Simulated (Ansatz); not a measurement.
Cells marked so need not be the phases stable at ambient conditions, and some may be hypothetical.

 Where the default PAW files enter, the runs use the earlier of Ansatz's two default sets.

The gap is the functional's own, uncorrected, and κ follows it; spin-orbit coupling is left out. Mid-gap values are interpolated between the computed energies.

A. Sr(MgBi)₂ (P-3m1, not sure to be the ambient phase, 5 atoms a cell, 32.3 Å³ an atom), along the normal of (100)
B. LaBr$_{3}$ (P6_3/m, not sure to be the ambient phase, 8 atoms a cell, 31.7 Å³ an atom), along the normal of (100)
C. LiF (Fm-3m, rock salt, 2 atoms a cell, 8.5 Å³ an atom, -5 GPa at this level), along the normal of (110)
D. Cd(GaTe₂)₂ (I-4, not sure to be the ambient phase, 7 atoms a cell, 32.9 Å³ an atom), along the normal of (001)
E. Mg(SbO3)2 (P4_2/mnm, not sure to be the ambient phase, 18 atoms a cell, 11.2 Å³ an atom), along the normal of (001)

Order them by mid-gap decay constant of the slowest evanescent state (lowest first) at the level r2SCAN run with Ansatz (a quantum-chemistry and plane-wave program).

A (0.07 1/Å), D (0.14 1/Å), E (0.24 1/Å), B (0.35 1/Å), C (0.67 1/Å)
